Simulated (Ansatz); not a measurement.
The parent structure is a 12-atom supercell of HfSi2 (space group Cmcm, No. 63; a = 3.6503 Å, b = 14.3497 Å, c = 3.6352 Å) at its relaxed geometry.

All numbers come from PBEsol (Ansatz, an electronic-structure program; PAW; 420 eV plane waves; no spin-orbit coupling).

For the base:

The pressure is 0.0 GPa and the mean distance from the defect site to its nearest host atoms comes out as 2.41 Å.

Perturbation: a neutral Sn on a Si site, atoms relaxed at fixed cell, starting from a slightly rattled geometry.

Tabulated Pauling electronegativity and covalent radius: Si 1.90, 1.11 Å; Sn 1.96, 1.39 Å.

**Question.** Predict the new pressure, largest displacement of a host atom from its site in the perfect cell and mean distance from the defect site to its nearest host atoms.

**Answer.** The pressure goes from zero to 8.2 GPa; the largest displacement of a host atom from its site in the perfect cell amounts to 0.15 Å; the mean distance from the defect site to its nearest host atoms grows by 0.16 Å (2.41 Å → 2.57 Å).

In so small a cell the defect repeats every few ångströms: this is an ordered compound, not a dilute defect. The final runs are not spin-polarised. The defect cell is not spin-polarised.
